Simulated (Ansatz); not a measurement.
The starting structures come from a database of crystals and need not be the phases stable at ambient conditions.

Data:

```yaml
crystal:
  lattice:
    - [7.39212, 0.00000, 0.00000]
    - [3.69606, 6.40177, 0.00000]
    - [3.69606, 2.13392, 6.82760]
  atoms:
    - { symbol: Sb, position: [0.83303, 0.83303, 0.50092] }
    - { symbol: Sb, position: [0.16697, 0.16697, 0.49908] }
    - { symbol: I, position: [0.58445, 0.92235, 0.23981] }
    - { symbol: I, position: [0.41555, 0.07765, 0.76019] }
    - { symbol: I, position: [0.92235, 0.25338, 0.23981] }
    - { symbol: I, position: [0.07765, 0.74662, 0.76019] }
    - { symbol: I, position: [0.25338, 0.58445, 0.23981] }
    - { symbol: I, position: [0.74662, 0.41555, 0.76019] }
```

Space group of this cell: R-3. The cell was relaxed by PBE-D3(BJ).

Transport runs along the normal of the first two printed cell vectors, the (001) plane of the conventional cell.

No gap correction and no spin-orbit coupling; mid-gap values are interpolated between computed energies.

Task: Compute, with PBEsol run with Ansatz (a quantum-chemistry and plane-wave program), the band gap and the smallest decay constant κ at mid-gap.

Result: Gap 1.96 eV on a 6×6×6 mesh; κ = 0.237 1/Å, at (0.333, 0.167) of the in-plane reciprocal vectors. At the zone centre, at the nearest computed energy, the slowest state has κ = 0.26 1/Å.
